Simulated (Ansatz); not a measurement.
We consider Be (model structure, started from the diamond type, Fd-3m, No. 227, 2 atoms in the cell), described by r²SCAN (Ansatz, a first-principles code, plane waves, PAW).

Run with plane-wave cutoff 560 eV, 22×22×22 k mesh, Fermi–Dirac smearing 0.05 eV, scalar-relativistic PAW data made under PBE.

Cell (relaxed at this level):

```cif
data_Be2
_chemical_formula_sum 'Be2'
_space_group_name_H-M_alt 'P 1'
_space_group_IT_number 1
_cell_length_a 3.48614
_cell_length_b 3.48614
_cell_length_c 3.48614
_cell_angle_alpha 60.000
_cell_angle_beta 60.000
_cell_angle_gamma 60.000
loop_
_space_group_symop_operation_xyz
  'x, y, z'
loop_
_atom_site_label
_atom_site_type_symbol
_atom_site_fract_x
_atom_site_fract_y
_atom_site_fract_z
_atom_site_occupancy
Be1 Be 0.25000 0.25000 0.25000 1
Be2 Be 0.00000 0.00000 0.00000 1
```

Question: Predict the bulk modulus B0.

Answer: 
- bulk modulus B0: 43.3 GPa

The run finds no gap.

Note: the bulk modulus is −V dP/dV from two relaxed cells at ±2 % in volume; the relaxation could raise the start's symmetry but not lower it, so the cell can be a saddle point.

Computed values are for the static lattice.

Computing time: roughly 40 core-seconds.

A model structure was made by putting elements into a prototype or built by hand; it is no filed structure, need not be a known phase, and can be a saddle point held by its symmetry.
